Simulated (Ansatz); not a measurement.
## Cu2Te, pressure series

Start from Cu2Te (space group P6/mmm, No. 191; a = 4.233 Å, c = 8.451 Å; a cell from a computed database, its experimental status unchecked; layered, stacked along the Cartesian z axis).

Cell and atoms are relaxed at each pressure.

Method: r2SCAN+rVV10 (Ansatz, a quantum-chemistry and plane-wave program), scalar-relativistic without spin-orbit coupling.

Notes on the quantities. enthalpy: H = E + PV relative to the base's energy.

```
variant              density       enthalpy
----------------  ----------  -------------
base              6.45 g/cm³              –
pressure 0.3 GPa         ___  +0.04 eV/atom
pressure 0.7 GPa  6.61 g/cm³  +0.09 eV/atom
pressure 1.5 GPa         ___  +0.20 eV/atom
pressure 3 GPa    6.97 g/cm³  +0.39 eV/atom
pressure 5 GPa    7.23 g/cm³  +0.64 eV/atom
pressure 7.5 GPa  7.66 g/cm³  +0.93 eV/atom
pressure 10 GPa   7.87 g/cm³  +1.22 eV/atom
```

**Question.** Some entries are withheld; estimate them.

**Answer.** 
- pressure 0.3 GPa, density: 6.52 g/cm³
- pressure 1.5 GPa, density: 6.75 g/cm³

Load acts through the strain it causes; cell and atoms are relaxed under it. Whether these cells are dynamically stable was not tested. No other phases were tried under pressure. All final runs are without spin polarisation.
